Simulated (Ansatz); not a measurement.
The reference is CuI in the zinc blende structure (space group F-43m, No. 216; a = 5.862 Å).

Structures relaxed with LDA/PAW in Ansatz (an electronic-structure program), no spin-orbit coupling.

Base:

Simulated powder pattern, Cu Kα1, λ = 1.54056 Å (kinematic, ideal powder, no thermal factors, no anomalous dispersion; the 10 strongest lines at most, above 2 %, up to 2θ = 90°):

| 2θ (°) | I/Imax (%) | hkl |
|---|---|---|
| 26.31 | 100 | (111) |
| 30.47 | 7.7 | (200) |
| 43.64 | 69 | (220) |
| 51.68 | 45 | (311) |
| 54.16 | 2.1 | (222) |
| 63.42 | 11 | (400) |
| 69.89 | 18 | (331) |
| 71.98 | 3.0 | (420) |
| 80.14 | 22 | (422) |
| 86.13 | 14 | (333) |

Modification: an isotropic linear strain of +2.00 %; the atoms relax in the strained cell.

Problem. Predict the new powder pattern.

Solution. 
Simulated powder pattern, Cu Kα1, λ = 1.54056 Å (kinematic, ideal powder, no thermal factors, no anomalous dispersion; the 10 strongest lines at most, above 2 %, up to 2θ = 90°):

```json
[
 {"2θ (°)": "25.79", "d (Å)": "3.452", "I/Imax (%)": "100", "hkl": "(111)"},
 {"2θ (°)": "29.86", "d (Å)": "2.990", "I/Imax (%)": "7.7", "hkl": "(200)"},
 {"2θ (°)": "42.74", "d (Å)": "2.114", "I/Imax (%)": "70", "hkl": "(220)"},
 {"2θ (°)": "50.59", "d (Å)": "1.803", "I/Imax (%)": "46", "hkl": "(311)"},
 {"2θ (°)": "53.01", "d (Å)": "1.726", "I/Imax (%)": "2.1", "hkl": "(222)"},
 {"2θ (°)": "62.04", "d (Å)": "1.495", "I/Imax (%)": "11", "hkl": "(400)"},
 {"2θ (°)": "68.33", "d (Å)": "1.372", "I/Imax (%)": "18", "hkl": "(331)"},
 {"2θ (°)": "70.36", "d (Å)": "1.337", "I/Imax (%)": "3.0", "hkl": "(420)"},
 {"2θ (°)": "78.27", "d (Å)": "1.220", "I/Imax (%)": "22", "hkl": "(422)"},
 {"2θ (°)": "84.04", "d (Å)": "1.151", "I/Imax (%)": "14", "hkl": "(511)"}
]
```

The indices refer to the base's conventional cell; one index is shown for lines that coincide.

No phonon test of stability was made. All final runs are without spin polarisation.
